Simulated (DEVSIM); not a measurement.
System: Schottky contact on n-type Si, at 300 K.

```tsv
layer (left to right)	material	thickness (μm)	Nd (cm⁻³)	τn (s)	τp (s)
1	Si	5.70	7.2e16	4.3e-7	4.3e-7
```

Left contact: Schottky, work function 4.49 eV, emission velocity 2.3e6 cm/s. Right contact: ohmic. Voltage is applied to the left contact. Recombination: SRH at mid-gap, radiative. Mobility is constant in doping.

Constants are typed, rounded textbook-type inputs, not results; the design itself was drawn at random and stands for no fabricated device. Values at 300 K.

```csv
parameter,Si
gap (eV),1.124
affinity (eV),4.05
permittivity,11.7
Nc (cm⁻³),2.86e19
Nv (cm⁻³),3.1e19
μn (cm²/Vs),1417
μp (cm²/Vs),470
B (cm³/s),4.7e-15
```

Simulated with DEVSIM: 1D drift-diffusion, Boltzmann statistics, complete ionisation; no tunnelling, impact ionisation, image-force lowering or self-heating. Metal contacts follow the ideal Schottky-Mott rule: no Fermi-level pinning, no interface dipoles.

The metal work function was swept, all else fixed.

```tsv
metal work function (eV)	largest field in the device at zero bias (V/cm)	potential step across the device at zero bias (V)
4.34	49000	0.135
4.39	59000	0.185
4.44	68000	0.235
4.49	75000	0.285
4.54	82000	0.335
4.59	89000	0.385
4.64	95000	0.435
4.69	100000	0.485
```

From the first row to the last the largest field in the device at zero bias goes from 49000 to 100000. From the first row to the last the potential step across the device at zero bias goes from 0.135 to 0.485.
